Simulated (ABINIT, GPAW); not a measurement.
A GPAW input for a self-consistent single point of TiAl3 (I4/mmm, 4 atoms in the cell) (DFT PBEsol, plane waves, GPAW PAW datasets PBEsol (made by gpaw-setup)):

```python
from ase import Atoms
from ase.units import GPa
from gpaw import GPAW

atoms = Atoms(['Ti', 'Al', 'Al', 'Al'],
              cell=[[-1.949900, 1.949900, 4.367568],
                    [1.949900, -1.949900, 4.367568],
                    [1.949900, 1.949900, -4.367568]],
              scaled_positions=[[0.000000, 0.000000, 0.000000],
                                [0.500000, 0.500000, 0.000000],
                                [0.750000, 0.250000, 0.500000],
                                [0.250000, 0.750000, 0.500000]],
              pbc=True)

calc = GPAW(mode={'name': 'pw', 'ecut': 850},
            xc='PBEsol',
            kpts={'size': (8, 8, 8), 'gamma': True},
            occupations={'name': 'fermi-dirac', 'width': 0.1},
            nbands=-8,
            convergence={'density': 1e-05, 'energy': 1e-05},
            symmetry={'symmorphic': False, 'tolerance': 0.0005},
            maxiter=150,
            txt='-')

atoms.calc = calc

energy = atoms.get_potential_energy()
print('Energy (eV):', round(energy, 6))
forces = atoms.get_forces()
print('Forces (eV/Ang):')
print(forces.round(5))
stress = atoms.get_stress()
print('Stress (GPa, Voigt):', (stress / GPa).round(4))
```

**Question.** Give the ABINIT input for the same structure, mesh, smearing and functional.

**Answer.** One input that does it (others would too):

```
# TiAl3, JTH v2.0 PBE PAW
pp_dirpath "./"
pseudos "Ti.GGA_PBE-JTH.xml, Al.GGA_PBE-JTH.xml"
acell 3*1.0
rprim
        -3.6847769704    3.6847769704    8.2535073507
         3.6847769704   -3.6847769704    8.2535073507
         3.6847769704    3.6847769704   -8.2535073507
natom 4
ntypat 2
znucl 22 13
typat 1 2 2 2
xred
         0.0000000000    0.0000000000    0.0000000000
         0.5000000000    0.5000000000    0.0000000000
         0.7500000000    0.2500000000    0.5000000000
         0.2500000000    0.7500000000    0.5000000000
ecut 30
pawecutdg 60
pawxcdev 0
ixc -116133
occopt 3
tsmear 0.00367493
nband 16
kptopt 1
ngkpt 8 8 8
nshiftk 1
shiftk 0 0 0
nstep 50
tolvrs 1.0e-11
prtwf 0
prtden 0
```

Basis, cutoffs, solver keys and any potentials are the target program's own. This input uses DFT, PBEsol, plane waves, PAW (JTH v2.0 PBE PAW, files made for PBE). Both were run: pressure -6.05 GPa in GPAW and -6.07 in ABINIT.

On GPAW: the starting cell comes from a database of computed structures (which also holds hypothetical and non-ambient phases and stackings), without a prior relaxation at this level. Its lattice was rescaled by a random factor within 2.5 % of one. Spin polarisation is off. With a pressure of about -6 GPa the cell is away from its equilibrium volume at this level.

On ABINIT: the starting cell comes from a database of computed structures (which also holds hypothetical and non-ambient phases and stackings), without a prior relaxation at this level. Its lattice was rescaled by a random factor within 2.5 % of one. Spin polarisation is off. The potentials were made for another functional than the one used. With a pressure of about -6 GPa the cell is away from its equilibrium volume at this level.
